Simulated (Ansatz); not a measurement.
The starting structures come from a database of crystals and need not be the phases stable at ambient conditions.

 Where the default PAW files enter, the runs use the earlier of Ansatz's two default sets.

Given:

```xyz
12
Lattice="4.7805 0.0000 0.0000 0.4107 4.7940 0.0000 0.0000 0.0000 7.2831" Properties=species:S:1:pos:R:3 pbc="T T T"
Bi     4.2096     0.6564     5.4623
Bi     0.9816     4.1376     1.8208
P      1.8998     3.2018     5.4623
P      3.2913     1.5922     1.8208
O      1.2450     3.9566     4.2615
O      3.9462     0.8374     3.0215
O      3.9462     0.8374     0.6200
O      1.2450     3.9566     6.6631
O      3.6269     3.1001     1.8208
O      1.5643     1.6939     5.4623
O      3.4396     3.3217     5.4623
O      1.7516     1.4723     1.8208
```

Space group of this cell: P2_1/m. The cell is taken as given; by r2SCAN its mean pressure is -3.9 GPa.

Transport runs along the normal of the first two printed cell vectors.

The gap is the functional's own. No spin-orbit coupling. Mid-gap values are interpolated on the energy grid.

Problem. Compute, with r2SCAN (Ansatz, a program for electronic structure), the band gap and the smallest decay constant κ at mid-gap.

Solution. Gap 4.20 eV on a 6×6×4 mesh; κ = 0.319 1/Å, at (0.500, 0.500) of the in-plane reciprocal vectors. At the zone centre, at the nearest computed energy, the slowest state has κ = 0.34 1/Å.
